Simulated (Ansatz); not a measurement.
**A computed series for Ca: element substitutions**

The reference is Ca in the fcc (Cu type) structure (space group Fm-3m, No. 225; a = 5.568 Å).

Each row replaces one element on all its sites; cell and atoms are relaxed.

All numbers come from Ansatz (an electronic-structure program) r2SCAN, spin-orbit coupling left out.

Before the change:

| Quantity | Value |
|---|---|
| Lattice parameter a | 5.568 Å |

Problem. The aim is a lattice parameter a between 3.999 Å and 4.235 Å. Which of these changes reaches it?
A. Ca → Sr
B. Ca → Be
C. Ca → Eu
D. Ca → Ti

Solution. D, Ca → Ti. It gives 4.110 Å; Ca → Be gives 3.160 Å; Ca → Eu gives 5.532 Å; Ca → Sr gives 6.102 Å. Changes not listed may reach it too

Other magnetic orders, which the real material may have, were not ruled out. The state of the 4f shell was not checked for lower solutions. No phonon test of stability was made. As relaxed here, Be is a hypothetical phase, not in the database extracts checked. For Eu in this form, whether it has been made was not checked. Spin-polarised in the final run: Eu; the other runs are not. This is not the structure that Eu has at room temperature and ambient pressure. This is not the structure that Ti has at room temperature and ambient pressure.
